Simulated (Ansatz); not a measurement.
# Several settings converged on a (110) slab of MnRh (cut from a parent of space group no. 221; 10 atoms in the cell)

```
CELL_PARAMETERS angstrom
      3.03657     0.00000     0.00000
      0.00000     4.29436     0.00000
      0.00000     0.00000    22.58869
ATOMIC_POSITIONS crystal
  Mn 0.00000 0.00000 0.30989
  Rh 0.50000 0.50000 0.30989
  Mn 0.00000 0.50000 0.40495
  Rh 0.50000 0.00000 0.40495
  Mn 0.00000 0.00000 0.50000
  Rh 0.50000 0.50000 0.50000
  Mn 0.00000 0.50000 0.59506
  Rh 0.50000 0.00000 0.59506
  Mn 0.00000 0.00000 0.69011
  Rh 0.50000 0.50000 0.69011
```
Moments meant for the start (each program seeds them in its own way; μB, in the order of the atoms Mn Rh Mn Rh Mn Rh Mn Rh Mn Rh): 4.0 0.0 4.0 0.0 4.0 0.0 4.0 0.0 4.0 0.0.

Base method: PBEsol, default PAW files made with PBE (plane waves; Ansatz, an electronic-structure program).

Base settings: basis.ecutwfc = 420 eV; kpoints.mp_grid.grid = 5 4 1; hamiltonian.xc = pbesol; hamiltonian.pseudopotentials = {kind: paw} (the program's default PAW files); magnetization.spin_polarized = true; scf.occupations.method = gaussian; scf.occupations.width = 0.1 eV.

The count of work is k-points × plane waves × bands × iterations; it is no time. Core times come from one kind of shared machine, to one figure; runs under 30 s give none.

**The vacuum**

The mesh stays at the base's, so the ladder's end is converged at best in this setting alone.

Only quantities that move along the ladder and can be compared are tabulated.

These are the values that this program gave, and no reference: magnetic slabs can end in a higher state.

| vacuum between outermost atoms (Å) | free energy less the last step's (meV/atom) | largest difference of a force vector from the last step's (eV/Å) | net moment (μB/atom) | count of work / last | core time / last (rough) |
|---|---|---|---|---|---|
| 3.0 | -168.64 | 1.497 | 2.096 | 0.41 | 0.3 |
| 4.0 | -45.83 | 0.455 | 2.077 | 0.50 | 0.3 |
| 5.0 | -9.61 | 0.122 | 2.075 | 0.57 | 0.4 |
| 6.0 | -1.35 | 0.025 | 2.092 | 0.38 | 0.3 |
| 7.0 | -0.32 | 0.004 | 2.098 | 0.40 | 0.4 |
| 10.0 | -0.01 | 0.000 | 2.099 | 0.48 | 0.4 |
| 14.0 | -0.01 | 0.000 | 2.099 | 0.59 | 0.5 |
| 20.0 | -0.01 | 0.000 | 2.099 | 0.74 | 0.6 |
| 30.0 | 0.00 | 0.000 | 2.099 | 1.0 | 1 |

Smallest vacuum between outermost atoms (Å) that holds the net moment within 0.01 μB/atom of the last step, with all finer ones: 6.0, at 0.38 of the last step's count of work and about 0.3 of the last step's time; the step before is off by 0.023 μB/atom.

Smallest vacuum between outermost atoms (Å) that holds the free energy within 0.5 meV/atom of the last step, with all finer ones: 7.0, at 0.40 of the last step's count of work and about 0.4 of the last step's time; the step before is off by 1.4 meV/atom.

Smallest vacuum between outermost atoms (Å) that holds the forces within 0.01 eV/Å of the last step, with all finer ones: 7.0, at 0.40 of the last step's count of work and about 0.4 of the last step's time; the step before is off by 0.025 eV/Å.

**The k-point mesh**

Only quantities that move along the ladder and can be compared are tabulated.

These are the values that this program gave, and no reference: magnetic slabs can end in a higher state.

```tsv
kpoints.mp_grid.grid	free energy less the last step's (meV/atom)	largest difference of a force vector from the last step's (eV/Å)	net moment (μB/atom)
2 2 1	283.78	0.155	2.012
3 2 1	-15.84	0.294	2.003
4 3 1	-9.62	0.125	2.165
5 4 1	2.69	0.078	2.099
7 5 1	4.88	0.040	2.124
9 7 1	0.77	0.016	2.125
13 9 1	0.30	0.002	2.117
15 11 1	-0.20	0.004	2.122
20 14 1	0.00	0.000	2.121
```

Coarsest kpoints.mp_grid.grid that holds the net moment within 0.02 μB/atom of the last step, with all finer ones: 7 5 1; the step before is off by 0.023 μB/atom.

Coarsest kpoints.mp_grid.grid that holds the free energy within 2 meV/atom of the last step, with all finer ones: 9 7 1; the step before is off by 4.9 meV/atom.

Coarsest kpoints.mp_grid.grid that holds the forces within 0.02 eV/Å of the last step, with all finer ones: 9 7 1; the step before is off by 0.040 eV/Å.

**The plane-wave cutoff**

The mesh stays at the base's, so the ladder's end is converged at best in this setting alone.

Only quantities that move along the ladder and can be compared are tabulated.

The magnetic state is not the same in all runs (site moments differ, or a search went on to a lower state), so steps between rows are not convergence errors alone.

These are the values that this program gave, and no reference: magnetic slabs can end in a higher state.

```tsv
basis.ecutwfc	free energy less the last step's (meV/atom)	largest difference of a force vector from the last step's (eV/Å)	net moment (μB/atom)	count of work / last	core time / last (rough)
210 eV	6886.43	0.862	2.275	0.14	0.2
250 eV	1464.70	0.324	2.117	0.16	0.2
295 eV	209.25	0.020	2.106	0.21	0.3
355 eV	10.28	0.005	2.099	0.28	0.3
420 eV	2.41	0.001	2.099	0.35	0.4
505 eV	0.91	0.000	2.099	0.47	0.5
630 eV	0.30	0.000	2.099	0.65	0.6
840 eV	0.00	0.000	2.099	1.0	1
```

Coarsest basis.ecutwfc that holds the free energy within 2 meV/atom of the last step, with all finer ones: 505 eV; the step before is off by 2.4 meV/atom.

Coarsest basis.ecutwfc that holds the net moment within 0.01 μB/atom of the last step, with all finer ones: 295 eV, at 0.21 of the last step's count of work and about 0.3 of the last step's time; the step before is off by 0.018 μB/atom.

Coarsest basis.ecutwfc that holds the forces within 0.01 eV/Å of the last step, with all finer ones: 355 eV, at 0.28 of the last step's count of work and about 0.3 of the last step's time; the step before is off by 0.020 eV/Å.

On the base run: the starting cell comes from a database of computed structures (which also holds hypothetical and non-ambient phases and stackings), without a prior relaxation at this level. The slab is cut from that crystal, and its faces are unrelaxed. Its lattice was rescaled by up to half a per cent. The magnetic order is the one reached from the typed start; others were not searched systematically. The program warned that, by what it read of turns of the moments, another magnetic order lies lower. In the base run, forces exceed 1 eV/Å. Without a gap this mesh is coarse (it stands for a supercell whose shortest in-plane vector is 15 Å).

Left out of this page: 1 run of the series with a known weakness of the program.

Keys are those of Ansatz 0.2.
